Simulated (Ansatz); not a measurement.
Here is the system:

```
CELL_PARAMETERS angstrom
      2.53027     1.46085     4.55819
     -2.53027     1.46085     4.55819
      0.00000    -2.92170     4.55819
ATOMIC_POSITIONS crystal
  Li 0.28167 0.28167 0.28167
  Li 0.78167 0.78167 0.78167
  Nb 0.99814 0.99814 0.99814
  Nb 0.49814 0.49814 0.49814
  O  0.10267 0.36855 0.71607
  O  0.71607 0.10267 0.36855
  O  0.36855 0.71607 0.10267
  O  0.21607 0.86855 0.60267
  O  0.86855 0.60267 0.21607
  O  0.60267 0.21607 0.86855
```

These are PBEsol, rigid bands (plane waves, PAW, scalar-relativistic; Ansatz, a quantum-chemistry and plane-wave program) values and carry that method's errors. Condition of this run: hydrostatic pressure 5 GPa (the target of the relaxation). How the cell was made: cell and atoms relaxed with PBEsol, then loaded as said.

Task: What conductivity effective mass do dilute electrons have at 300 K?

Result: 1.66 (x), 1.66 (y), 1.04 (z) mₑ.

Task: What conductivity effective mass do dilute holes have at 300 K?

Result: 3.2 (x), 3.2 (y), 4.2 (z) mₑ.

Task: And the band gap?

Result: 3.55 eV at this level; semilocal functionals usually fall short of the measured gap.

Rigid bands, one relaxation time for all states, no polarons. Spin-orbit coupling is left out; where it splits the top of the valence band it changes the hole mass and lowers the gap by about a third of the splitting.
